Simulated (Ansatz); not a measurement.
(Rh,Ir): IrRh₇

A 32-atom cell of (Rh,Ir) started in the face-centred cubic structure, site fractions Rh 0.875, Ir 0.125, short-range order 0.00 among the nearest mixed sites of the first mixed sublattice (0 is random, a negative value favours unlike neighbours), space group P1 at the end.

Computed with PBE (plane waves to 420 eV, PAW; Ansatz, a quantum-chemistry and plane-wave program). Spin–orbit coupling is left out. Its k-point mesh 5×5×5, Fermi–Dirac width 0.05 eV.

* **volume per atom**: 14.10 Å³
* **Rh–Rh bonds (within 1.22 times the sum of covalent radii)**: 2.713 Å on average, from 2.698 to 2.722 (147)
* **Ir–Rh bonds (within 1.22 times the sum of covalent radii)**: 2.708 Å on average, from 2.700 to 2.713 (42)
* **Ir–Ir bonds (within 1.22 times the sum of covalent radii)**: 2.706 Å on average, from 2.705 to 2.706 (3)

```
CELL_PARAMETERS angstrom
      0.00001    -0.00008     7.66983
      7.67044    -0.00013     0.00001
     -0.00013     7.66937    -0.00008
ATOMIC_POSITIONS crystal
  Rh 0.00038 0.49977 0.00094
  Ir 0.99970 0.75032 0.25006
  Rh 0.24963 0.74999 0.00044
  Rh 0.00011 0.00029 0.00097
  Ir 0.00003 0.24957 0.24962
  Rh 0.99998 0.49994 0.49902
  Rh 0.00005 0.74993 0.74994
  Ir 0.24972 0.25001 0.00031
  Rh 0.24925 0.49974 0.24963
  Rh 0.24964 0.74999 0.49957
  Rh 0.49954 0.49954 0.00001
  Rh 0.50046 0.75037 0.24999
  Rh 0.75034 0.75039 0.00060
  Rh 0.99972 0.00005 0.49906
  Rh 0.00040 0.25009 0.75049
  Rh 0.24908 0.00022 0.24960
  Rh 0.24958 0.24998 0.49953
  Rh 0.25000 0.49953 0.75045
  Rh 0.50002 0.00053 0.00058
  Rh 0.49990 0.24957 0.24957
  Rh 0.49998 0.49999 0.50001
  Rh 0.49995 0.75000 0.75000
  Rh 0.75038 0.24965 0.00069
  Rh 0.75088 0.49995 0.24997
  Rh 0.75036 0.75037 0.49931
  Rh 0.25010 0.00042 0.75047
  Rh 0.50046 0.00000 0.49951
  Rh 0.49958 0.25001 0.75037
  Ir 0.75061 0.00006 0.25001
  Rh 0.75030 0.24969 0.49934
  Rh 0.74997 0.50000 0.74998
  Rh 0.74992 0.00002 0.74998
```
